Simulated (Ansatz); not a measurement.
**What biaxial strain +3.00 %, plane normal [001], relaxed out of plane does to GaAs**

Base system: GaAs in the zinc blende structure (space group F-43m, No. 216; a = 5.6667 Å). Axes: x, y, z lie along the cube axes.

Modification: tensile biaxial strain of 3.00 % in the plane normal to [001], as in epitaxy on a mismatched substrate; the out-of-plane cell vector and the atoms relax.

Calculations: r2SCAN (Ansatz, a quantum-chemistry and plane-wave program; PAW; 500 eV plane waves; no SOC). k-mesh 10×10×10 (Γ-centred); smearing 0.05 eV (Fermi–Dirac).

```tsv
quantity	base	changed	shift
volume per atom	22.75 Å³	23.50 Å³	+0.757 Å³
space group	F-43m (No. 216)	I-4m2 (No. 119)	–
shortest interatomic distance	2.454 Å	2.482 Å	+0.0286 Å
energy relative to the base (free energy F)	0 meV/atom	+15 meV/atom	+15 meV/atom
band gap	0.96 eV	0.48 eV	-0.48 eV
gap character	direct at Γ	direct at Γ	–
electron mass	0.051 mₑ (at Γ)	0.029 mₑ out of plane, 0.041 mₑ in plane (at Γ)	–
hole mass	–	0.029 mₑ out of plane, 0.33 mₑ in plane (at Γ)	–
valence-band top at Γ (three highest levels, from the VBM)	0.00, 0.00, 0.00 eV	0.00, -0.30, -0.30 eV	–
out-of-plane strain	–	-2.60 %	–
ratio −ε⊥/ε∥	–	0.87	–
mean in-plane stress (compression positive)	–	-3.3 GPa	–
```

Final structure (turned so that z lies along the plane normal):

```yaml
crystal:
  lattice:
    - [4.12717, 0.00000, 0.00000]
    - [0.00000, 4.12717, 0.00000]
    - [2.06358, -2.06358, 2.75964]
  atoms:
    - { symbol: Ga, position: [0.00000, 0.00000, 0.00000] }
    - { symbol: As, position: [0.75000, 0.75000, 0.50000] }
```

Masses are band curvatures over ±0.01 Å⁻¹ around the edge. Stability against distortions was not tested. Labels are those of the standard path for the cell's own space group.
